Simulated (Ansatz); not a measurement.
**PtSe2, pressure series**

Consider PtSe2 in the CdI2 type structure (space group P-3m1, No. 164; a = 3.772 Å, c = 4.818 Å; layered).

Cell and atoms are relaxed at each pressure.

Computed with PBE-D3(BJ) (Ansatz, a quantum-chemistry and plane-wave program; PAW; 420 eV plane waves; no spin-orbit coupling).

Candidates:
(a) pressure 3 GPa
(b) pressure −1 GPa
(c) pressure 10 GPa

Before the change:

```
Quantity   Result
---------  ------
c/a ratio   1.277
```

Problem. Order them by c/a ratio, lowest first.

Solution. (c) pressure 10 GPa (1.203), (a) pressure 3 GPa (1.243), (b) pressure −1 GPa (1.297)

Load acts through the strain it causes; cell and atoms are relaxed under it. Stability against distortions was not tested. Competing high-pressure phases were not computed. The final runs are not spin-polarised.
